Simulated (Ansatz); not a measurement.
MgS (I4/mmm), Ansatz (a program for electronic structure) with PBEsol with spin-orbit coupling, rigid bands: Condition of this run: uniaxial stress zz = -2 GPa (compression positive) (the target of the relaxation). band gap 2.61 eV, N_c = 1.08e19 cm⁻³ and N_v = 3.50e19 cm⁻³ at 300 K, conductivity masses along y (a = (0.00, 2.58, 2.63) Å; b = (2.58, 0.00, 2.63) Å; c = (2.58, 2.58, 0.00) Å) of 0.385 mₑ (electrons) and 1.19 mₑ (holes). Take k_BT = 0.02585 eV.

### Question
A film of it is 3 nm thick, with its normal along the direction named. Estimate the confinement energies in an infinite well.

### Answer
ħ²π²/(2m t²) = 0.376 eV·nm²/(m/mₑ × t²) gives 109 meV for electrons and 35.1 meV for holes, so the gap would widen to about 2.75 eV. Finite barriers and nonparabolic bands lower this, and with several valleys or bands the heaviest mass along the normal sets the lowest level, not this average.

### Question
Find the intrinsic carrier density and the intrinsic Fermi level.

### Answer
n_i = √(N_c N_v) exp(−E_g/2k_BT) = 1.94e19 × exp(−50.48) = 2.3e-3 cm⁻³. The level lies (k_BT/2) ln(N_v/N_c) = 15 meV from mid-gap (positive towards the conduction band). Each 0.1 eV added to the gap lowers n_i by a factor of 6.9.

### Question
What thermal injection velocity √(2k_BT/πm) limits a ballistic channel along the direction named?

### Answer
8.67e6 cm/s for electrons and 4.93e6 cm/s for holes, a ratio of √(m_h/m_e) = 1.76, for dilute carriers.

Rigid, parabolic bands with the computed gap; masses take one relaxation time for all states.
